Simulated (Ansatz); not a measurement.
The starting structures come from a database of crystals and need not be the phases stable at ambient conditions.

 Where the default PAW files enter, the runs use the earlier of Ansatz's two default sets.

Input:

```yaml
crystal:
  lattice:
    - [4.82971, 0.00000, 0.00000]
    - [0.00000, 7.98289, 0.00000]
    - [2.41485, 0.00000, 4.18265]
  atoms:
    - { symbol: Sr, position: [0.00000, 0.00000, 0.00000] }
    - { symbol: Mg, position: [0.66667, 0.62496, 0.66667] }
    - { symbol: Mg, position: [0.33333, 0.37504, 0.33333] }
    - { symbol: Bi, position: [0.66667, 0.25327, 0.66667] }
    - { symbol: Bi, position: [0.33333, 0.74673, 0.33333] }
```

Space group of this cell: P-3m1. The cell is taken as given.

Transport runs along the normal of the first two printed cell vectors, the (100) plane of the conventional cell.

No gap correction and no spin-orbit coupling; mid-gap values are interpolated between computed energies.

Q: Compute, with r2SCAN run with Ansatz (an electronic-structure program), the band gap and the smallest decay constant κ at mid-gap.

A: Gap 1.07 eV on a 8×4×8 mesh; κ = 0.067 1/Å, at the zone centre.
